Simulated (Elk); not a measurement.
# Parameter sweep on LaIn3 (Pm-3m, 4 atoms in the cell)

```
LaIn3
1.0
    4.84471     0.00000     0.00000
    0.00000     4.84471     0.00000
    0.00000     0.00000     4.84471
La In
1 3
Direct
  0.00000   0.00000   0.00000
  0.50000   0.00000   0.50000
  0.00000   0.50000   0.50000
  0.50000   0.50000   0.00000
```

Base run A: LDA (PW92), all-electron FP-LAPW, Elk's shipped species files, default APW+lo basis (Elk), self-consistent single point.

Its settings: xctype = 3; rgkmax = 7; stype = 1; swidth = 0.00999582 Ha; ngridk = 3 3 3.

The starting cell comes from a database of computed structures (which also holds hypothetical and non-ambient phases and stackings), without a prior relaxation at this level. Its lattice was rescaled by a random factor within 2.5 % of one. Values depend on the basis (sphere radii, cutoffs, local orbitals), which need not be converged. Without a gap this mesh is coarse (it stands for a supercell whose shortest vector is 15 Å).

ΔE is the total energy (no entropy term) per atom less that of run A. A dash stands where there is no value to compare (another energy zero or no entropy term, no result, no spin, no clean gap, or a mesh too coarse for one). 

Run A gave: ending converged.

Runs:
- B: epspot, epsengy = 3.7e-05 Ha, 0.0037 Ha
- C: epspot, epsengy = 3.7e-06 Ha, 0.00037 Ha
- D: epspot, epsengy = 3.7e-07 Ha, 3.7e-05 Ha
- E: epspot, epsengy = 3.7e-08 Ha, 3.7e-06 Ha
- F: epspot, epsengy = 3.7e-09 Ha, 3.7e-07 Ha
- G: epspot, epsengy = 3.7e-10 Ha, 3.7e-08 Ha
- H: epspot, epsengy = 3.7e-12 Ha, 3.7e-10 Ha
- I: epspot, epsengy = 3.7e-14 Ha, 3.7e-12 Ha
- J: epspot, epsengy = 3.7e-16 Ha, 3.7e-14 Ha

Q: What does run I change against A?

A: The run ended unconverged after 200 iterations.

Q: What does run J change against A?

A: The run ended unconverged after 200 iterations.

```
run  ΔE (meV/atom)         ending
---  -------------  -------------
A             0.00      converged
B             0.48      converged
C             0.00      converged
D             0.00      converged
E             0.00      converged
F             0.00      converged
G                –  not converged
H                –  not converged
I                –  not converged
J                –  not converged
```
